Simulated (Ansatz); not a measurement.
BAs (model structure, started from the BN type, Pm-3n, No. 223, 12 atoms in the cell) was calculated with r²SCAN (Ansatz, a program for electronic structure, PAW).

Numerical settings: plane-wave cutoff 560 eV, 6×6×6 k mesh, Fermi–Dirac smearing 0.01 eV, scalar-relativistic PAW data made under PBE.

Cell (relaxed with PBEsol):

```yaml
crystal:
  lattice:
    - [5.87426, 0.00000, 0.00000]
    - [0.00000, 5.87426, 0.00000]
    - [0.00000, 0.00000, 5.87426]
  atoms:
    - { symbol: B, position: [0.25000, 0.00000, 0.50000] }
    - { symbol: B, position: [0.50000, 0.25000, 0.00000] }
    - { symbol: B, position: [0.50000, 0.75000, 0.00000] }
    - { symbol: B, position: [0.75000, 0.00000, 0.50000] }
    - { symbol: B, position: [0.00000, 0.50000, 0.75000] }
    - { symbol: B, position: [0.00000, 0.50000, 0.25000] }
    - { symbol: As, position: [0.25000, 0.50000, 0.00000] }
    - { symbol: As, position: [0.00000, 0.25000, 0.50000] }
    - { symbol: As, position: [0.00000, 0.75000, 0.50000] }
    - { symbol: As, position: [0.75000, 0.50000, 0.00000] }
    - { symbol: As, position: [0.50000, 0.00000, 0.75000] }
    - { symbol: As, position: [0.50000, 0.00000, 0.25000] }
```

Task: Give the computed band gap, smallest direct gap on the k points sampled and direct gap at Γ.

Result: 
* **band gap**: 0.61 eV (indirect)
* **smallest direct gap on the k points sampled**: 1.02 eV
* **direct gap at Γ**: 1.18 eV

Note: the relaxation could raise the start's symmetry but not lower it, so the cell can be a saddle point; cell and atoms aren't relaxed at this level (pressure 0.9 GPa).

Spin–orbit coupling is not included.

The computed numbers hold no vibrational or temperature effects.

Cost on a shared machine: about 60 core-seconds (a rough figure).

A model structure was made by putting elements into a prototype or built by hand; it is no filed structure, need not be a known phase, and can be a saddle point held by its symmetry.
